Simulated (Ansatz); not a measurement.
Consider the following.

End structure of Br on the (100) surface of germanium (p(2x2) alternately buckled dimers; a constructed slab, bottom: dihydride, held), one in a cell of 66 Å², started at the site 'hollow Ge-Ge-Ge-Ge over Ge at depth 3.2 Å':

```xyz
41
Lattice="8.1459 0.0000 0.0000 0.0000 8.1459 0.0000 0.0000 0.0000 30.5000" Properties=species:S:1:pos:R:3 pbc="T T T"
Ge     2.0365     0.0000    10.6178
Ge     6.1094     0.0000    10.6178
Ge     2.0365     4.0729    10.6178
Ge     6.1094     4.0729    10.6178
Ge     2.0365     2.0365    12.0578
Ge     6.1094     2.0365    12.0578
Ge     2.0365     6.1094    12.0578
Ge     6.1094     6.1094    12.0578
Ge    -0.0164     2.0385    13.4840
Ge     4.0894     2.0344    13.4840
Ge    -0.0164     6.1074    13.4840
Ge     4.0894     6.1115    13.4840
Ge    -0.0696     0.0000    14.9154
Ge     4.0857     0.0000    14.9220
Ge    -0.0127     4.0729    14.9220
Ge     4.1425     4.0729    14.9154
Ge     2.0060     0.0009    16.2559
Ge     6.0734    -0.0004    16.4464
Ge     2.0739     4.0739    16.2465
Ge     6.1378     4.0721    16.4460
Ge     2.0018     2.0373    17.6772
Ge     6.0862     2.0359    17.9596
Ge     2.0006     6.1108    17.6780
Ge     6.0860     6.1084    17.9589
Ge     0.0935     1.9454    19.2634
Ge     3.9427     2.2102    19.2924
Ge     0.0924     6.1984    19.2641
Ge     3.9432     5.9323    19.2927
Ge     0.5899    -0.0006    20.9206
Ge     2.9547    -0.0022    20.0143
Ge     0.8776     4.0718    20.4927
Ge     3.4386     4.0716    21.0544
H      3.2426     0.0000     9.6127
H      0.8304     0.0000     9.6127
H      7.3155     0.0000     9.6127
H      4.9033     0.0000     9.6127
H      3.2426     4.0729     9.6127
H      0.8304     4.0729     9.6127
H      7.3155     4.0729     9.6127
H      4.9033     4.0729     9.6127
Br    -0.2271     4.0731    22.6113
```

Model: 41-atom slab, 11.3 Å thick at the start with caps and adatoms under the adsorbate (thin: gaps and levels are the slab's own), 3x3x1 mesh, Fermi-Dirac 0.01 eV, dipole correction, 24 atoms held, the rest relaxed; no symmetry held; spin-polarised, no spin-orbit, no U, no dispersion correction. The slab shows no gap over 0.04 eV on its mesh. The starting moment vanished. At the end it is bonded to Ge. In PBE it is, or lies within 0.03 eV of, the lowest of the starts that converged.

A negative adsorption energy means that the adsorbate is more stable on the surface than in its reference.

Problem. What is the computed work function of the top face (PBE run with Ansatz, an electronic-structure program)?

Solution. 5.48 eV

Problem. Estimate the change of the step from the bottom to the top vacuum level, against the clean slab that PBE returns for this input.

Solution. 0.85 eV

Problem. Give the adsorption energy against ½ Br2(g) at the level PBE.

Solution. -1.53 eV

Problem. What is the computed change of the work function (PBE)?

Solution. 0.95 eV
